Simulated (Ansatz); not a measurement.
Seebeck coefficient (μV/K, mean over directions) of p-type Li₃OCl (Pm-3m) against carrier density, PBEsol, rigid bands (Ansatz, a first-principles code). Computed gap 4.75 eV; densities at which minority carriers matter at this gap, or further valleys turn the trend, are left out. Conductivity mass 1.45 mₑ (harmonic mean over directions), N_v = 2.9e20 cm⁻³ at 300 K.

```tsv
hole density	300 K	500 K
1e16 cm⁻³	1098	1169
1e17 cm⁻³	900	971
1e18 cm⁻³	701	…
3e18 cm⁻³	607	678
1e19 cm⁻³	503	574
3e19 cm⁻³	409	480
1e20 cm⁻³	307	377
3e20 cm⁻³	219	285
1e21 cm⁻³	…	191
```

**Question.** Some entries are withheld; supply them.

**Answer.** 
- 1e18 cm⁻³, 500 K: 772
- 1e21 cm⁻³, 300 K: 133

Rigid bands with a gap fixed in temperature, one relaxation time for all states, no polarons or phonon drag, and whether or not such doping can be reached. Spin-orbit coupling is left out; where it splits the top of the valence band, N_v and the p-type Seebeck coefficient come out somewhat high without it.

Computed structure with no diffraction record at hand here (it may be known, metastable or hypothetical): Li3OCl (Pm-3m).
